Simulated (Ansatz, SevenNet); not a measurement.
For GeS (model structure, started from the 6H type, P6₃mc, No. 186, 12 atoms in the cell), the machine-learned potential SevenNet-0 (trained on PBE and PBE+U data) gives:

| Property | Value |
|---|---|
| lattice parameter a | 4.593 Å |
| c axis length | 15.625 Å |

### Question
What does PBEsol in Ansatz (PAW) give for the same quantities?

### Answer

- lattice constant a: 4.544 Å (shrinks by 1.1 %)
- lattice parameter c: 15.289 Å (drops by 2.2 %)

Changes are worked out from the printed values.

Unless a cell is named, each level is at its own relaxed cell (SevenNet-0 23.79, PBEsol 22.78 Å³/atom).

Ansatz's density-functional and Hartree–Fock values are scalar-relativistic unless marked +SOC, with PAW data made under PBE.

A model structure was made by putting elements into a prototype or built by hand; it is no filed structure, need not be a known phase, and can be a saddle point held by its symmetry.

Ansatz is a program for electronic structure.
